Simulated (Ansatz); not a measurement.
The reference is MgTe in the zinc blende structure (space group F-43m, No. 216).

```
MgTe
1.0
    0.00000     3.18405     3.18405
    3.18405     0.00000     3.18405
    3.18405     3.18405     0.00000
Mg Te
1 1
Direct
  0.00000   0.00000   0.00000
  0.25000   0.25000   0.25000
```

Cartesian axes are those of the cell as printed.

Level of theory: LDA (Ansatz, a program for electronic structure; PAW; 420 eV plane waves; no spin-orbit coupling).

Base values:

| Property | Value |
|---|---|
| Valence-band top at Γ | 0.00, 0.00, 0.00 eV |

The change: compressive biaxial strain of 1.25 % in the plane normal to [111], as in epitaxy on a mismatched substrate; the out-of-plane cell vector and the atoms relax.

**Question.** How does this affect the in-plane stress?

**Answer.** The mean in-plane stress (compression positive) comes out as +0.8 GPa.

**Question.** Predict the new valence-band top at Γ.

**Answer.** The valence-band top at Γ (three highest levels, from the VBM) becomes 0.00, 0.00, -0.16 eV (base: 0.00, 0.00, 0.00 eV).

Spin-orbit coupling, missing from the scalar runs, can matter with Te. The levels and masses belong to the bands next to the band gap. Stability against distortions was not tested.
